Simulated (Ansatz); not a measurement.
System: CaHfSe3 (model structure, started from the cubic perovskite type, Pm-3m, No. 221, 5 atoms in the cell). Method: LDA (plane waves, PAW; Ansatz, a program for electronic structure).

Run with plane-wave cutoff 520 eV, 12×12×12 k mesh, Fermi–Dirac smearing 0.05 eV, scalar-relativistic PAW data made under PBE.

Cell (relaxed with PBEsol):

```cif
data_CaHfSe3
_chemical_formula_sum 'Ca1 Hf1 Se3'
_space_group_name_H-M_alt 'Pm-3m'
_space_group_IT_number 221
_space_group_name_Hall '-P 4 2 3'
_cell_length_a 5.12307
_cell_length_b 5.12307
_cell_length_c 5.12307
_cell_angle_alpha 90.000
_cell_angle_beta 90.000
_cell_angle_gamma 90.000
loop_
_atom_site_label
_atom_site_type_symbol
_atom_site_symmetry_multiplicity
_atom_site_Wyckoff_symbol
_atom_site_fract_x
_atom_site_fract_y
_atom_site_fract_z
_atom_site_occupancy
Ca1 Ca 1 a 0.00000 0.00000 0.00000 1
Hf1 Hf 1 b 0.50000 0.50000 0.50000 1
Se1 Se 3 c 0.00000 0.50000 0.50000 1
```

Problem. Give the computed band gap.

Solution. 
- band gap: 0.04 eV (under three smearing widths, so not firm)

Note: the relaxation could raise the start's symmetry but not lower it, so the cell can be a saddle point; cell and atoms aren't relaxed at this level (pressure -1.9 GPa).

Spin–orbit coupling is not included; it can close the smallest gap of 0.04 eV.

The computed numbers hold no vibrational or temperature effects.

The result took around 30 core-seconds (rough).

A model structure was made by putting elements into a prototype or built by hand; it is no filed structure, need not be a known phase, and can be a saddle point held by its symmetry.
